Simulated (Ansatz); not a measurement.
WSe₂ (P6_3/mmc), PBEsol+D3BJ with spin-orbit coupling, rigid bands in Ansatz (an electronic-structure program): N_c = 4.05e19 cm⁻³ at 300 K and an electron conductivity mass of 0.377 mₑ along z (a = (3.23, 0.00, 0.00) Å; b = (-1.62, 2.80, 0.00) Å; c = (0.00, 0.00, 12.41) Å).

Question: For 1e16 electrons per cm³ at 300 K, place the Fermi level, estimate the Seebeck coefficient of a parabolic band with constant τ, and give mobility and conductivity for τ = 10 fs.

Answer: The level lies k_BT ln(N_c/n) = 0.215 eV below the conduction-band minimum. S ≈ −(k_B/e)[ln(N_c/n) + 5/2] = -931 μV/K, against -926 μV/K from the full bands (mean over directions). μ = eτ/m = 46.7 cm²/(V·s) and σ = neμ = 0.0747 S/cm. τ is assumed, not computed.

Band transport and this doping are assumed; polarons and phonon drag are left out. Geometry: cell and atoms relaxed with PBEsol+D3(BJ).

PBEsol with a dispersion correction tends to overbind, so the cell can be several per cent short, in bad cases over ten, which usually narrows a gap: WSe2 (P6_3/mmc).
